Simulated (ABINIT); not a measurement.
Input and output of a self-consistent single point for SrAlGe (P-6m2, 3 atoms in the cell) (ABINIT).

Method of the run: LDA (PW92), norm-conserving pseudopotentials (PseudoDojo nc-sr-04 LDA standard) (plane waves; ABINIT).

```yaml
crystal:
  lattice:
    - [4.37730, 0.00000, 0.00000]
    - [-2.18865, 3.79085, 0.00000]
    - [0.00000, 0.00000, 4.86887]
  atoms:
    - { symbol: Sr, position: [0.00000, 0.00000, 0.00000] }
    - { symbol: Al, position: [0.66667, 0.33333, 0.50000] }
    - { symbol: Ge, position: [0.33333, 0.66667, 0.50000] }
```

Reference input (self-consistent single point, DFT, PBEsol, plane waves, norm-conserving pseudopotentials (PseudoDojo nc-sr-04 PBEsol standard)): pseudos = [Sr.upf, Al.upf, Ge.upf]; ecut = 39 Ha; occopt = 7; tsmear = 0.2 eV; ngkpt = 9 9 7; nshiftk = 1; shiftk = 0 0 0; potentials = PseudoDojo nc-sr-04 PBEsol standard; nband = 19; kptopt = 1; nstep = 100; tolvrs = 1e-10. This run's input differs from it in these lines:

```diff
@@ -1,2 +1,2 @@
-# SrAlGe, PseudoDojo nc-sr-04 PBEsol standard
+# SrAlGe, PseudoDojo nc-sr-04 LDA standard
 pp_dirpath "./"
```

Its files differ too (potentials: PseudoDojo nc-sr-04 PBEsol standard → PseudoDojo nc-sr-04 LDA standard).

Output, abridged:

```
--- !BeginCycle
solver: {iscf: 7, nstep: 100, nline: 4, wfoptalg: 0, }
tolerances: {tolvrs: 1.00E-10, }
...

     iter   Etot(hartree)      deltaE(h)  residm     vres2
 ETOT  1  -124.08012456152    -1.241E+02 8.225E-01 4.059E+02
 ETOT  2  -125.77754094947    -1.697E+00 3.146E-02 1.093E+03
 ETOT  3  -125.89001786475    -1.125E-01 4.093E-02 2.511E+02
 ETOT  4  -125.91977061116    -2.975E-02 9.941E-03 1.838E+01
 ETOT  5  -125.92186622141    -2.096E-03 3.927E-03 6.855E-01
   [... 3 lines left out ...]
 ETOT  9  -125.92195480202    -4.109E-08 2.528E-03 2.840E-06
 ETOT 10  -125.92195480234    -3.179E-10 9.127E-04 6.039E-09
 ETOT 11  -125.92195480233     7.816E-13 1.427E-03 2.383E-10
 ETOT 12  -125.92195480233     4.832E-12 1.101E-03 9.997E-12
 At SCF step   12       vres2   =  1.00E-11 < tolvrs=  1.00E-10 =>converged.

 Cartesian components of stress tensor (hartree/bohr^3)
  sigma(1 1)=  1.81574687E-04  sigma(3 2)=  0.00000000E+00
  sigma(2 2)=  1.81574687E-04  sigma(3 1)=  0.00000000E+00
  sigma(3 3)=  1.50343054E-04  sigma(2 1)= -1.00080228E-14

 ----iterations are completed or convergence reached----

 reduced coordinates (array xred) for    3 atoms
       0.000000000000      0.000000000000      0.000000000000
       0.666666666667      0.333333333333      0.500000000000
       0.333333333333      0.666666666667      0.500000000000
 cartesian forces (eV/Angstrom) at end:
    1     -0.00000000000000    -0.00000000000000    -0.00000000000000
    2     -0.00000000000000    -0.00000000000000    -0.00000000000000
   [... lines left out ...]
 Fermi (or HOMO) energy (eV) =   5.43916   Average Vxc (eV)=  -9.47457
   [... lines left out ...]
total_energy        : -1.25921954802330E+02
total_energy_eV     : -3.42651064852778E+03
band_energy         : -1.14976413563191E+01
...

-Cartesian components of stress tensor (GPa)         [Pressure= -5.0358E+00 GPa]
- sigma(1 1)=  5.34211082E+00  sigma(3 2)=  0.00000000E+00
- sigma(2 2)=  5.34211082E+00  sigma(3 1)=  0.00000000E+00
- sigma(3 3)=  4.42324461E+00  sigma(2 1)= -2.94446147E-10

 Calculation completed.
```

The run converged in 12 iterations. Against the reference run the pressure goes from -3.47 to -5.04 GPa.

The starting cell comes from a database of computed structures (which also holds hypothetical and non-ambient phases and stackings), without a prior relaxation at this level. Its lattice was rescaled by a random factor within 2.5 % of one. With a pressure of about -5 GPa the cell is away from its equilibrium volume at this level.

Cost on one core of a shared machine: roughly 5 min.
